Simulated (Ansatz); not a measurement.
# SrHfO3 (Imma, No. 74, 10 atoms in the cell; start mp-13109; a measured phase of this formula has another space group)

All values below come from LDA (Ansatz, an electronic-structure program, plane waves, PAW).

Numerical settings: plane-wave cutoff 520 eV, 8×8×8 k mesh, Fermi–Dirac smearing 0.01 eV, scalar-relativistic PAW data made under PBE.

Cell (relaxed at this level):

```cif
data_Hf2O6Sr2
_chemical_formula_sum 'Sr2 Hf2 O6'
_space_group_name_H-M_alt 'P 1'
_space_group_IT_number 1
_cell_length_a 5.69653
_cell_length_b 5.69653
_cell_length_c 5.69653
_cell_angle_alpha 119.852
_cell_angle_beta 90.540
_cell_angle_gamma 119.526
loop_
_space_group_symop_operation_xyz
  'x, y, z'
loop_
_atom_site_label
_atom_site_type_symbol
_atom_site_fract_x
_atom_site_fract_y
_atom_site_fract_z
_atom_site_occupancy
Sr1 Sr 0.23934 0.48934 0.75000 1
Sr2 Sr 0.76066 0.51066 0.25000 1
Hf1 Hf 0.00000 0.00000 0.00000 1
Hf2 Hf 0.50000 0.00000 0.50000 1
O1 O 0.79570 0.50000 0.79570 1
O2 O 0.20430 0.50000 0.20430 1
O3 O 0.20430 0.00000 0.70430 1
O4 O 0.79570 0.00000 0.29570 1
O5 O 0.66695 0.91695 0.75000 1
O6 O 0.33305 0.08305 0.25000 1
```

```
Item                            Value
--------  ---------------------------
band gap  3.95 eV (on the SCF k mesh)
```

Note: the relaxation could not lower the start's symmetry, so the cell can be a saddle point above a distorted one.

Spin–orbit coupling is not included.

A start named mp-… is a Materials Project structure, which need not be a measured phase.
